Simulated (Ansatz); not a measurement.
## SmRh2 (Fd-3m, No. 227)

These are PBEsol (Ansatz, an electronic-structure program, PAW) values and carry that method's errors.

Numerical settings: plane-wave cutoff 520 eV, 14×14×14 k mesh, Fermi–Dirac smearing 0.05 eV, spin-polarised with parallel moments, scalar-relativistic PAW data made under PBE.

Cell: relaxed at this level.

```json
{
 "band_gap": "zero (no gap)",
 "equilibrium_lattice_constant_a": "7.490 Å",
 "bulk_modulus": "152 GPa"
}
```

Note: the magnetic order was assumed, not searched for or taken from measurement; the 4f shell is treated without U or exact exchange, so its levels and filling can be wrong; the bulk modulus is −V dP/dV from two relaxed cells at ±2 % in volume.

Spin–orbit coupling is not included.

Cost on a shared machine: roughly 5 core-minutes.
